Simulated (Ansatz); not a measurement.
A hypothetical phase is included: elements placed on a structure type, which no database files for this compound.

By PBEsol, the system below comes out a metal.

Given:

```yaml
crystal:
  lattice:
    - [4.10104, 0.00000, 0.00000]
    - [-2.05052, 3.55160, 0.00000]
    - [2.05052, 1.18387, 3.34848]
  atoms:
    - { symbol: Ga, position: [0.50000, 0.25000, 0.25000] }
    - { symbol: Ga, position: [0.00000, 0.50000, 0.50000] }
```

The cell was relaxed by PBE-D3(BJ); by PBEsol it stands under a pressure of -0.9 GPa.

The current flows along the normal of the first two printed cell vectors, the (111) plane of the conventional cell. No spin-orbit coupling; the value is a mean over 0.1 eV about the Fermi level.

Q: Give the ballistic conductance per area that PBEsol run with Ansatz (an electronic-structure program) yields.

A: 0.90 × 10¹⁵ S/m² for both spins.
